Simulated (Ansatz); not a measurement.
## PbSe: pressure series

Take PbSe in the rock salt structure (space group Fm-3m, No. 225; a = 6.2178 Å) as the base.

Cell and atoms are relaxed at each pressure.

All numbers come from PBE, PAW, 420 eV (Ansatz, a first-principles code; without spin-orbit coupling).

| pressure (GPa) | volume per atom (Å³/atom) |
|---|---|
| -2 | 31.515 |
| -1 | 30.735 |
| 0 | 30.048 |
| 0.9 | 29.498 |
| 2.1 | ? |
| 4.5 | 27.710 |

Fit the third-order Birch–Murnaghan form P(V) = (3B₀/2)[(V₀/V)^(7/3) − (V₀/V)^(5/3)]·[1 + (3/4)(B₀′ − 4)((V₀/V)^(2/3) − 1)] (squares taken in P) to the rows shown and predict the withheld row.

Least squares on the printed values gives V₀ = 30.050 Å³/atom, B₀ = 46.6 GPa, B₀′ = 4.3; this predicts 28.835 Å³/atom, and the run gives 28.831 Å³/atom, 0.004 lower.

Measured bulk modulus of PbSe: 47.9 GPa (room temperature; as listed in Kevin S. Knight et al., Materials Advances (2022)); the computed value is for a static lattice, so the two differ by thermal effects too.

Load acts through the strain it causes; cell and atoms are relaxed under it. No phonon test of stability was made.
